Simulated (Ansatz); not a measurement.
Data:

```
CELL_PARAMETERS angstrom
      3.85488     0.00000     0.00000
      0.00000     5.45162     0.00000
      1.92744    -2.72581     1.92744
ATOMIC_POSITIONS crystal
  Ga 0.00000 0.00000 0.00000
  P  0.50000 0.25000 0.00000
```

The cell is taken as given.

Transport runs along the normal of the first two printed cell vectors, the (110) plane of the conventional cell.

No gap correction and no spin-orbit coupling; mid-gap is the computed energy nearest the middle.

Predict the band gap and the smallest decay constant κ at mid-gap from r2SCAN in Ansatz (an electronic-structure program).

Gap 1.85 eV on a 16×16×16 mesh; κ = 0.123 1/Å, at the zone centre.
